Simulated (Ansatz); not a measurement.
The parent structure is Re in the hcp (Mg type) structure (space group P6_3/mmc, No. 194; a = 2.7577 Å, c = 4.4625 Å).

Method: r2SCAN (Ansatz, an electronic-structure program, PAW, no spin-orbit coupling), earlier PAW set.

For the base:

* **Largest site moment**: 0.00 μB
* **Magnetic state**: not spin-polarised
* **Lattice parameter a**: 275.8 pm

The change: full substitution Re → Ni, then cell and atoms are relaxed.

Tabulated Pauling electronegativity and covalent radius: Re 1.90, 1.51 Å; Ni 1.91, 1.24 Å.

Problem. What happens to the largest site moment?

Solution. The largest site moment goes from zero to 0.78 μB.

Problem. What does the calculation give for the magnetic state after the change?

Solution. The magnetic state becomes ferromagnetic (base: not spin-polarised).

Problem. Estimate the effect on the lattice parameter a.

Solution. The lattice parameter a drops by 31.1 pm (275.8 pm → 244.7 pm).

Other magnetic orders, which the real material may have, were not ruled out. No phonon test of stability was made. Spin-polarised in the final run: Ni; the other runs are not. This is not the structure that Ni has at room temperature and ambient pressure.
